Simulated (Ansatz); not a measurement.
**ceria (0 0 1) on silicon (0 0 1) (film strained to the substrate, started from cuts of the bulks and a machine-learned relaxation; metallic at this level, with no gap by band count; slabs Si12 and Ce6O10, which can lie off the formulas)**

A periodic stack without vacuum, ceria (0 0 1) on silicon (0 0 1) (film strained to the substrate, started from cuts of the bulks and a machine-learned relaxation; metallic at this level, with no gap by band count; slabs Si12 and Ce6O10, which can lie off the formulas): substrate slab Si12, film Ce6O10, surface cells [[1, 0], [1, 1]] and [[1, 0], [1, 1]], film strained by +0.1 and +0.1 %, outermost planes Si/Si and Ce/Ce as cut, which need not be the usual terminations and can put a slab off its formula.

The start was prepared with a machine-learned potential, and the result is one local minimum, with the in-plane cell held and forces under 0.04 eV/Å; the film can end far from its bulk form.

All values below come from PBE (plane waves to 420 eV, PAW; Ansatz, a program for electronic structure). No spin–orbit coupling; PBE gaps are too small against experiment; cerium has no Hubbard term. Its k-point mesh 6×6×1, Fermi–Dirac width 0.05 eV.

- interface area: 15.0 Å²
- period: 32.15 Å
- heights between the nearest atoms of the two slabs at the two interfaces: 1.82 and 1.80 Å
- Ce–Si contacts across the interfaces within 1.22 times the sum of covalent radii: 12, mean 3.43 Å
- spin-polarised check at this geometry: keeps a moment, energy -0.01 eV

```
Ce3O5Si6
1.0
    3.86785    -0.00062     0.01892
   -0.00007     3.86643     0.11357
    1.76983     2.90806    32.25368
Si Ce O
12 6 10
Cartesian
  3.47878   4.66708   2.35462
  1.55225   4.71192   0.96424
  1.52710   2.64617   5.03286
  3.46965   2.69220   3.67949
  3.44571   4.49633   7.83421
  1.51975   4.53782   6.45861
  1.49821   2.48045  10.50076
  3.43888   2.52176   9.14417
  3.41882   4.33369  13.29877
  1.49045   4.37295  11.92621
  1.47368   2.32968  15.99474
  3.41345   2.36034  14.62276
  5.32511   2.20479  20.48544
  3.40079   4.21631  17.88052
  5.29897   2.04343  25.89702
  3.37998   4.05921  23.23620
  5.26442   5.74405  31.36759
  3.34766   3.89184  28.64796
  3.39662   2.24817  18.96856
  1.46218   4.17916  19.06681
  3.37311   2.08630  24.52172
  5.30703   4.01799  24.61149
  5.32085   4.10072  21.85401
  3.38693   2.16824  21.75699
  3.33737   5.77916  30.16446
  5.27170   3.84424  30.16568
  5.29021   3.93293  27.37584
  3.35693   5.86686  27.39414
```
